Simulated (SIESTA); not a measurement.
SIESTA 5.4.2, DFT, PBE, numerical atomic orbitals DZP, PseudoDojo PBE standard norm-conserving (rewritten from UPF to PSML): BN (from the phase in space group 194, mp-7991), 4 atoms. Basis and mesh were picked for this test and aren't claimed converged.

* **cell**: 2.50, 2.50, 7.37 Å; 90, 90, 120°
* **task**: scf
* **k mesh**: 12×12×4
* **PAO.BasisSize**: DZP
* **PAO.EnergyShift**: 0.01 Ry
* **ElectronicTemperature**: 300 K
* **MaxSCFIterations**: 200
* **SCF.Mixer.Method**: Pulay
* **SCF.Mixer.Weight**: 0.25
* **SCF.Mixer.History**: 6
* **SCF.DM.Tolerance**: 0.0001
* **Diag.ParallelOverK**: true
* **SolutionMethod**: diagon (default)
* **Diag.Algorithm**: Divide-and-Conquer (default)
* **SCF.Mix**: Hamiltonian (default)
* **SCF.H.Tolerance**: 0.001 eV (default)
* **SCF.Mixer.Variant**: stable (default)
* **k-points (reference run)**: 320
* **basis orbitals (reference run)**: 52
* **electrons (reference run)**: 16
* **real-space mesh (reference run)**: 32×32×120

```xyz
4
Lattice="2.5016 0.0000 0.0000 -1.2508 2.1665 0.0000 0.0000 0.0000 7.3693" Properties=species:S:1:pos:R:3 pbc="T T T"
B      1.2508     0.7222     5.5270
B      0.0000     1.4443     1.8423
N      0.0000     0.0000     5.5270
N      0.0000     0.0000     1.8423
```

Yardstick: the run with MeshCutoff = 600 Ry, which is not proven converged either. Single runs; times are not shown.

Measured:

```
setting                   mesh  energy against the reference  difference in pressure
-------------------  ---------  ----------------------------  ----------------------
the reference        32×32×120                             —                       —
MeshCutoff = 400 Ry   30×30×90              −0.0085 meV/atom              0.0064 GPa
MeshCutoff = 200 Ry   20×20×64                +0.25 meV/atom               0.026 GPa
```

**Question.** How far does the result lie from the reference with MeshCutoff = 300 Ry?

**Answer.** mesh: 24×24×80; energy against the reference: +0.10 meV/atom; difference in pressure: 0.024 GPa. Total energies are compared here; the mesh comes in steps, so neighbouring cutoffs can share one.
